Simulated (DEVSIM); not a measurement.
Structure: Pd/Si3N4/SiO2/p-Si capacitor, at 400 K.

Layer 1 from the left is Si3N4, thickness (nm) 3.60. Layer 2 from the left is SiO2, thickness (nm) 0.560. Layer 3 from the left is Si, thickness (nm) 4900, Na (cm⁻³) 1.4e16.

Metal gate on the left, work function 5.2 eV. Fixed charge at the semiconductor interface 0 cm⁻² (in units of +e); no interface traps.

The device is made up for the run: typed textbook-type constants, with dimensions and the other settings drawn at random. Values at 300 K; Nc and Nv go as T^1.5, mobilities as T to minus their exponent, the gap by Varshni's rule with the affinity fixed.

Si3N4: gap (eV) 5.1, affinity (eV) 2.1, permittivity 7.5. SiO2: gap (eV) 9, affinity (eV) 0.9, permittivity 3.9. Si: gap (eV) 1.124, affinity (eV) 4.05, permittivity 11.7, Nc (cm⁻³) 2.86e19, Nv (cm⁻³) 3.1e19, Varshni α (eV/K) 0.000473, Varshni β (K) 636.

Estimate by hand the flat-band voltage, the threshold voltage, and compare with a numerical solution.


- Flat-band voltage: C = 1.42 μF/cm², work-function difference 0.334 V; VFB = φms − qNf/C = 0.33 V; numerical 0.33 V.
- Threshold voltage: φF = 0.269 V, depletion charge √(4εqNφF) = 5.00e-8 C/cm²; VT = VFB + 2φF + Qd/C = 0.91 V; numerical 0.91 V.

Model (solved in DEVSIM): 1D Poisson equation in equilibrium, Boltzmann statistics, complete ionisation; no quantum confinement or tunnelling. Metal contacts follow the ideal Schottky-Mott rule: no Fermi-level pinning, no interface dipoles.
